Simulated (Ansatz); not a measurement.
The reference is BP in the rock salt structure (space group Fm-3m, No. 225; a hypothetical phase, not in the database extracts checked; relaxed with 0.1 eV smearing).

```yaml
crystal:
  lattice:
    - [0.00000, 2.14465, 2.14465]
    - [2.14465, 0.00000, 2.14465]
    - [2.14465, 2.14465, 0.00000]
  atoms:
    - { symbol: P, position: [0.00000, 0.00000, 0.00000] }
    - { symbol: B, position: [0.50000, 0.50000, 0.50000] }
```

Cartesian axes are those of the cell as printed.

Calculations: PBEsol/PAW in Ansatz (an electronic-structure program), spin-orbit coupling left out.

Strains are applied to the cell and any free atomic positions relax; under biaxial strain the out-of-plane vector relaxes too.

One change was made to it. Results:

The energy grows by 46 meV/atom; the shortest interatomic distance goes up by 0.044 bohr (4.053 bohr → 4.097 bohr); the pressure (mean of the normal stresses, compression positive) goes from zero to -9.9 GPa.

Q: Which change produced these results?
(A) biaxial strain +4.98 %, plane normal [110], relaxed out of plane
(B) uniaxial strain ε_zz = +0.50 %
(C) biaxial strain −2.28 %, plane normal [001], relaxed out of plane
(D) isotropic strain +0.70 %

A: A, biaxial strain +4.98 %, plane normal [110], relaxed out of plane. For comparison, the energy relative to the base in the other runs: biaxial strain −2.28 %, plane normal [001], relaxed out of plane gives +6.7 meV/atom; uniaxial strain ε_zz = +0.50 % gives +0.2 meV/atom; isotropic strain +0.70 % gives +2.3 meV/atom.

A biaxial case was relaxed in a doubled cell and then solved in the primitive one. Stability against distortions was not tested. The final runs are not spin-polarised.
